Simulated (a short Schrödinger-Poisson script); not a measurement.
MOS inversion layer, SiO2 on p-type Si(100)

System: MOS inversion layer, SiO2 on p-type Si(100), at 300 K.

```csv
layer,material,thickness (nm),Na (cm⁻³)
1,SiO2,0.8,-
2,Si,1200,6e16
```

The device is made up for the run: typed textbook-type constants, with dimensions and the other settings drawn at random. SiO2: permittivity 3.9, conduction-band edge (eV) 3.15, gap (eV) 9, electron mass (mₑ) 0.5. Si: permittivity 11.7, conduction-band edge (eV) 0, gap (eV) 1.124, Nv at 300 K (cm⁻³) 3.1e19.

Channel valleys (confinement mass, in-plane density-of-states mass, number): Δ2 0.916, 0.19, 2; Δ4 0.19, 0.417, 4. At the gate the conduction-band edge of layer 1 lies 3.62 eV − eVg above the Fermi level of the channel; the field vanishes at the back. Gaps are held at their typed values at every temperature. Mesh 0.03 nm at interfaces.

Solved with a short Schrödinger-Poisson script written for these runs: 1D Poisson equation in equilibrium, electrons quantum, Hartree (BenDaniel-Duke, 12 states a valley, the channel's in-plane mass for all, wave functions ending at the dielectric), parabolic valleys, classical holes, full ionisation, no traps, pinning or gate leakage.

| Vg (V) | electrons (cm⁻²) | C (μF/cm²) | Δ2 E0 (meV) | Δ2 E1 (meV) | Δ4 E0 (meV) | Δ4 E1 (meV) |
|---|---|---|---|---|---|---|
| 0.2 | 3.25e7 | 0.0866 | 335.7 | 364.8 | 362.5 | 410.9 |
| 0.25 | 2.02e8 | 0.0845 | 287.7 | 317.5 | 315.2 | 364.9 |
| 0.3 | 1.26e9 | 0.0877 | 239.6 | 270.2 | 267.8 | 318.8 |
| 0.35 | 7.79e9 | 0.122 | 191.9 | 223.3 | 220.8 | 272.9 |
| 0.4 | 4.44e10 | 0.302 | 146.0 | 178.4 | 175.9 | 229.4 |
| 0.45 | 1.89e11 | 0.787 | 106.9 | 141.4 | 138.9 | 194.3 |
| 0.5 | 5.10e11 | 1.33 | 78.4 | 116.6 | 114.0 | 172.0 |
| 0.55 | 9.82e11 | 1.71 | 58.2 | 100.9 | 98.2 | 159.0 |
| 0.6 | 1.56e12 | 1.98 | 42.9 | 90.4 | 87.6 | 151.1 |
| 0.65 | 2.21e12 | 2.18 | 30.6 | 82.9 | 80.0 | 146.0 |
| 0.7 | 2.91e12 | 2.32 | 20.3 | 77.2 | 74.3 | 142.4 |
| 0.75 | 3.65e12 | 2.44 | 11.3 | 72.7 | 69.7 | 139.7 |
| 0.8 | 4.42e12 | 2.53 | 3.4 | 68.9 | 66.0 | 137.7 |
| 0.85 | 5.22e12 | 2.60 | -3.9 | 65.7 | 62.7 | 136.0 |
| 0.9 | 6.05e12 | 2.66 | -10.6 | 62.9 | 59.9 | 134.7 |
| 0.95 | 6.88e12 | 2.72 | -16.9 | 60.4 | 57.4 | 133.5 |
| 1 | 7.74e12 | 2.76 | -22.9 | 58.2 | 55.2 | 132.5 |
| 1.05 | 8.61e12 | 2.80 | -28.6 | 56.1 | 53.1 | 131.7 |
| 1.1 | 9.48e12 | 2.83 | -34.2 | 54.1 | 51.1 | 130.9 |
| 1.15 | 1.04e13 | 2.86 | -39.5 | 52.3 | 49.3 | 130.2 |
| 1.2 | 1.13e13 | 2.89 | -44.7 | 50.5 | 47.5 | 129.6 |

Subbands count from the Fermi level.
